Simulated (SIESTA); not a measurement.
Input and output of a self-consistent single point for Ti₃Al (P6_3/mmc, 8 atoms in the cell) (SIESTA).

Computed with GGA PBE, numerical atomic orbitals DZP, PseudoDojo PBE standard norm-conserving potentials (rewritten from UPF to PSML) run with SIESTA 5.4.2.

The change in words: lattice scaled by 0.98. Reference geometry:
```
CELL_PARAMETERS angstrom
      5.66608     0.00000     0.00000
     -2.83304     4.90697     0.00000
      0.00000     0.00000     4.56480
ATOMIC_POSITIONS crystal
  Ti 0.82990 0.65980 0.25000
  Ti 0.17010 0.34020 0.75000
  Ti 0.17010 0.82990 0.75000
  Ti 0.82990 0.17010 0.25000
  Ti 0.34020 0.17010 0.25000
  Ti 0.65980 0.82990 0.75000
  Al 0.33333 0.66667 0.25000
  Al 0.66667 0.33333 0.75000
```

Reference input (self-consistent single point, DFT, GGA PBE, numerical atomic orbitals DZP, PseudoDojo PBE standard norm-conserving potentials (rewritten from UPF to PSML)): XC.functional = GGA; XC.authors = PBE; potentials = PseudoDojo PBE standard; PAO.BasisSize = DZP; PAO.EnergyShift = 0.01 Ry; MeshCutoff = 400 Ry; kgrid.MonkhorstPack = 5 5 5; OccupationFunction = FD; ElectronicTemperature = 1160.45 K; MaxSCFIterations = 150; SCF.Mixer.Method = Pulay; SCF.Mixer.Weight = 0.25. This run's input differs from it in these lines:

```diff
@@ -10,7 +10,7 @@
 %endblock ChemicalSpeciesLabel
-LatticeConstant              5.666083 Ang
+LatticeConstant              5.552761 Ang
 %block LatticeVectors
      1.000000000    0.000000000    0.000000000
-    -0.499999912    0.866025259    0.000000000
-     0.000000000    0.000000000    0.805635216
+    -0.499999910    0.866025388    0.000000000
+     0.000000000    0.000000000    0.805635251
 %endblock LatticeVectors
@@ -18,10 +18,10 @@
 %block AtomicCoordinatesAndAtomicSpecies
-     2.833041830    3.237619466    1.141199000  1
-     0.000000170    1.669351534    3.423597000  1
-    -1.387340008    4.072295233    3.423597000  1
-     4.220382008    0.834675767    1.141199000  1
-     1.445701163    0.834675767    1.141199000  1
-     1.387340838    4.072295233    3.423597000  1
-    -0.000002500    3.271315636    1.141199000  2
-     2.833044500    1.635655364    3.423597000  2
+     2.776380830    3.172867354    1.118375000  1
+     0.000000170    1.635964646    3.355125000  1
+    -1.359593116    3.990849677    3.355125000  1
+     4.135974116    0.817982323    1.118375000  1
+     1.416787054    0.817982323    1.118375000  1
+     1.359593946    3.990849677    3.355125000  1
+    -0.000002443    3.205889603    1.118375000  2
+     2.776383443    1.602942397    3.355125000  2
 %endblock AtomicCoordinatesAndAtomicSpecies
```

The program printed (abridged):

```
        iscf     Eharris(eV)        E_KS(eV)     FreeEng(eV)     dDmax    Ef(eV) dHmax(eV)
   scf:    1    -9726.939635    -9806.420667    -9806.601532  1.464183 -5.268018  6.849461
   scf:    2    -9817.945066    -9813.563723    -9813.737307  0.225937 -5.923571  2.225387
   scf:    3    -9814.803451    -9814.373617    -9814.557839  0.096302 -6.212296  0.417315
   scf:    4    -9814.458057    -9814.424595    -9814.615027  0.019906 -6.251290  0.144870
   scf:    5    -9814.430987    -9814.429249    -9814.623577  0.010736 -6.269532  0.027713
   [... 3 lines left out ...]
   scf:    9    -9814.429974    -9814.429975    -9814.623917  0.000052 -6.267146  0.002886
   scf:   10    -9814.430012    -9814.429993    -9814.623918  0.000135 -6.267426  0.001348
   scf:   11    -9814.429990    -9814.429992    -9814.623918  0.000065 -6.267654  0.000055
   scf:   12    -9814.429995    -9814.429993    -9814.623918  0.000005 -6.267662  0.000055
SCF Convergence by DM+H criterion
max |DM_out - DM_in|         :     0.0000052041
max |H_out - H_in|      (eV) :     0.0000545100
SCF cycle converged after 12 iterations

Using DM_out to compute the final energy and forces

siesta: E_KS(eV) =            -9814.4300

siesta: E_KS - E_eggbox =     -9814.4300

siesta: Atomic forces (eV/Ang):
     1   -0.000022    0.086667   -0.000000
     2    0.000022   -0.086667   -0.000000
     3   -0.075093    0.043355   -0.000000
     4    0.075093   -0.043355   -0.000000
     5   -0.075066   -0.043314    0.000000
     6    0.075066    0.043314    0.000000
     7    0.000057   -0.000033   -0.000000
     8   -0.000057    0.000033    0.000000
   Tot    0.000000   -0.000000   -0.000000
   Max    0.086667
   Res    0.043340    sqrt( Sum f_i^2 / 3N )
   Max    0.086667    constrained

   [... lines left out ...]
siesta: FreeEng =     -9814.623918
siesta: Cell volume =        119.452716 Ang**3
siesta:         134.38806265        130.73849442  kBar
   [... lines left out ...]

mulliken: Qtot =       78.000

Mulliken Atomic Populations:
Atom #   charge [q] valence [e]  Species
     1     0.216005   11.783995  Ti
     2     0.216001   11.783999  Ti
     3     0.216001   11.783999  Ti
     4     0.216005   11.783995  Ti
     5     0.216005   11.783995  Ti
     6     0.216000   11.784000  Ti
     7    -0.648008    3.648008  Al
     8    -0.648008    3.648008  Al
 Total     0.000000
```

The run converged in 12 iterations. Against the reference run the free energy goes up by 51.0 meV/atom, the pressure goes from 4.44 to 13.44 GPa and the largest force goes from 0.066 to 0.087 eV/Å.

The starting cell comes from a database of computed structures (which also holds hypothetical and non-ambient phases and stackings), without a prior relaxation at this level. Its lattice was rescaled by a random factor within 2.5 % of one. For this run, on top of that: lattice scaled by 0.98. Spin polarisation is off. Values carry the incompleteness of an atom-centred basis. With a pressure of about 13 GPa the cell is away from its equilibrium volume at this level.

Cost on one core of a shared machine: roughly 3 min.
